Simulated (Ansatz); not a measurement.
The reference is Mg₂Ge in the anti-fluorite structure (space group Fm-3m, No. 225).

```yaml
crystal:
  lattice:
    - [0.00000, 3.14325, 3.14325]
    - [3.14325, 0.00000, 3.14325]
    - [3.14325, 3.14325, 0.00000]
  atoms:
    - { symbol: Mg, position: [0.25000, 0.25000, 0.25000] }
    - { symbol: Mg, position: [0.75000, 0.75000, 0.75000] }
    - { symbol: Ge, position: [0.00000, 0.00000, 0.00000] }
```

Cartesian axes are those of the cell as printed.

All numbers come from DFT with LDA, PAW potentials and a 420 eV plane-wave cutoff in Ansatz (a program for electronic structure), no SOC.

Before the change:

* **Valley order**: X along ⟨100⟩ 0.10 eV; L along ⟨111⟩ 1.10 eV; Γ 1.16 eV

It is then changed as follows: compressive biaxial strain of 0.83 % in the plane normal to [111], as in epitaxy on a mismatched substrate; the out-of-plane cell vector and the atoms relax.

Problem. What happens to the out-of-plane strain and valley order?

Solution. The out-of-plane strain comes out as +0.36 %; the valley order (the lowest conduction-band minima on the path, energy above the VBM, named in the base's zone) changes from X along ⟨100⟩ 0.10 eV; L along ⟨111⟩ 1.10 eV; Γ 1.16 eV to X along [010] 0.06 eV; L along [1-1-1] 1.10 eV; Γ 1.20 eV; L along [111] 1.21 eV.

The levels and masses belong to the bands next to the band gap. Whether these cells are dynamically stable was not tested.
